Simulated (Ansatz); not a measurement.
Consider KF in the NiAs type structure (space group P6_3/mmc, No. 194; a = 3.7393 Å, c = 6.5977 Å; a hypothetical phase, not in the database extracts checked).

(Cell as relaxed with PBE.)

Levels (all Ansatz, an electronic-structure program, PAW): PBE (420 eV, scalar-relativistic without spin-orbit coupling); r2SCAN (500 eV, spin-orbit coupling left out).

Each level relaxes its own structure.

| quantity | PBE | r2SCAN |
|---|---|---|
| volume per atom | 19.97 Å³ | [?] |
| lattice parameter a | 3.739 Å | [?] |
| lattice parameter c | 6.598 Å | [?] |
| band gap | 5.90 eV | [?] |
| gap character | direct at Γ | [?] |

Problem. Predict the r2SCAN column.

Solution. 
- volume per atom, r2SCAN: 18.80 Å³
- lattice parameter a, r2SCAN: 3.661 Å
- lattice parameter c, r2SCAN: 6.479 Å
- band gap, r2SCAN: 6.86 eV
- gap character, r2SCAN: direct at Γ

PBE's volume per atom lies 1.17 Å³ above r2SCAN's (6.2 %); PBE's lattice parameter a lies 0.0786 Å above r2SCAN's (2.1 %); PBE's lattice parameter c lies 0.1183 Å above r2SCAN's (1.8 %); PBE's band gap lies 0.96 eV below r2SCAN's; the two agree on the gap character. Neither level is exact; r2SCAN is the comparison here, not a measurement.

Gaps are read on the SCF mesh and a high-symmetry path. Stability against distortions was not tested.
